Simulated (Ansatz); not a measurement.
End structure of a constructed model of the (0001) surface of hcp Re, a layer of Zn in place of the second plane (bottom of the slab: a bare face, its two planes held):

```
CELL_PARAMETERS angstrom
      2.77572     0.00000     0.00000
     -1.38786     2.40385     0.00000
      0.00000     0.00000    27.00000
ATOMIC_POSITIONS crystal
  Re 0.66667 0.33333 0.29899
  Re 0.33333 0.66667 0.38197
  Re 0.66667 0.33333 0.46769
  Re 0.33333 0.66667 0.54644
  Zn 0.66667 0.33333 0.63061
  Re 0.33333 0.66667 0.71152
```

Model: 6-atom slab, 10.9 Å thick at the start, 15x15x1 mesh, Fermi-Dirac 0.1 eV, dipole correction, 2 atoms held, the rest relaxed; symmetry of the start imposed; no spin, no spin-orbit, no U. It is one candidate, not shown to be the stable structure of the face.

### Question
Estimate the work function of the top face that PBE (Ansatz, a program for electronic structure) returns for this input.

### Answer
5.57 eV
